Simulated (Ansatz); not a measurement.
A computed series for ZnS: response to strain

Base system: ZnS in the wurtzite structure (space group P6_3mc, No. 186; a = 3.807 Å, c = 6.246 Å). Axes: x lies along a and z along c of the hexagonal cell.

Strains are applied to the cell and any free atomic positions relax; under biaxial strain the out-of-plane vector relaxes too.

Computed with r2SCAN (Ansatz, a program for electronic structure, PAW, no spin-orbit coupling), earlier PAW set.

Notes on the quantities. energy relative to the base: free energy F.

```json
[
 {"case": "base", "band gap": "2.77 eV", "energy relative to the base": "0 meV/atom", "electron mass": "0.18 mₑ along c, 0.21 mₑ across (at Γ)"},
 {"case": "biaxial strain +2.28 %, plane normal [001], relaxed out of plane", "band gap": "2.62 eV", "energy relative to the base": "–", "electron mass": "0.19 mₑ (at Γ)"},
 {"case": "isotropic strain −2.71 %", "band gap": "3.17 eV", "energy relative to the base": "+34 meV/atom", "electron mass": "0.19 mₑ along c, 0.22 mₑ across (at Γ)"},
 {"case": "isotropic strain −2.62 %", "band gap": "3.16 eV", "energy relative to the base": "+32 meV/atom", "electron mass": "0.19 mₑ along c, 0.22 mₑ across (at Γ)"},
 {"case": "isotropic strain −1.24 %", "band gap": "2.95 eV", "energy relative to the base": "+6.9 meV/atom", "electron mass": "0.18 mₑ along c, 0.21 mₑ across (at Γ)"},
 {"case": "tensor shear ε_yz = −0.98 %", "band gap": "2.75 eV", "energy relative to the base": "+0.7 meV/atom", "electron mass": "0.18 mₑ along z, 0.21 mₑ across (at Γ)"}
]
```

Effective masses come from finite differences of ±0.01 Å⁻¹. No phonon test of stability was made.
